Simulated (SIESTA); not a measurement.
Band structure of Ni3Se2 (R32, 5 atoms in the cell).

```xyz
5
Lattice="2.9386 1.6966 2.3554 -2.9386 1.6966 2.3554 0.0000 -3.3932 2.3554" Properties=species:S:1:pos:R:3 pbc="T T T"
Ni    -1.4883     1.6966     2.3554
Ni    -0.7251    -2.1372     2.3554
Ni     2.2135     0.4406     2.3554
Se     0.0000     0.0000     1.8223
Se     0.0000     0.0000     5.2440
```

Computed with LDA PW92, numerical atomic orbitals DZP, PseudoDojo LDA standard norm-conserving potentials (rewritten from UPF to PSML) in SIESTA.

Settings: XC.functional = LDA; XC.authors = PW92; potentials = PseudoDojo LDA standard; PAO.BasisSize = DZP; PAO.EnergyShift = 0.01 Ry; MeshCutoff = 400 Ry; kgrid.MonkhorstPack = 7 7 7; OccupationFunction = MP; OccupationMPOrder = 0; ElectronicTemperature = 100 meV; MaxSCFIterations = 150; SCF.Mixer.Method = Pulay; SCF.Mixer.Weight = 0.25; SCF.Mixer.History = 8.

The starting cell comes from a database of computed structures (which also holds hypothetical and non-ambient phases and stackings), without a prior relaxation at this level. Its lattice was rescaled by a random factor within 2.5 % of one. Spin polarisation is off, so a magnetic state, if there is one, cannot be reached. Values carry the incompleteness of an atom-centred basis.

Levels in eV from the Fermi level, bands 41 to 46:
```json
[
 {"point": "Γ", "41": "-1.01", "42": "-0.65", "43": "1.29", "44": "1.29", "45": "1.77", "46": "2.47"},
 {"point": "P", "41": "-1.19", "42": "-0.83", "43": "-0.79", "44": "-0.66", "45": "-0.47", "46": "8.03"},
 {"point": "Z", "41": "-1.19", "42": "-0.81", "43": "-0.81", "44": "-0.66", "45": "-0.47", "46": "8.04"},
 {"point": "Q", "41": "-1.19", "42": "-0.84", "43": "-0.77", "44": "-0.66", "45": "-0.47", "46": "8.01"},
 {"point": "F", "41": "-1.23", "42": "-0.59", "43": "-0.47", "44": "0.53", "45": "1.03", "46": "3.49"},
 {"point": "P1", "41": "-1.19", "42": "-0.83", "43": "-0.79", "44": "-0.66", "45": "-0.47", "46": "8.03"},
 {"point": "Q1", "41": "-1.19", "42": "-0.84", "43": "-0.77", "44": "-0.66", "45": "-0.47", "46": "8.01"},
 {"point": "L", "41": "-1.00", "42": "-0.94", "43": "-0.13", "44": "0.66", "45": "0.78", "46": "4.13"}
]
```

Bands cross the Fermi level along this path, so the cell is metallic at this level.

Higher empty bands are left out: an atom-centred basis made for the valence describes them poorly.
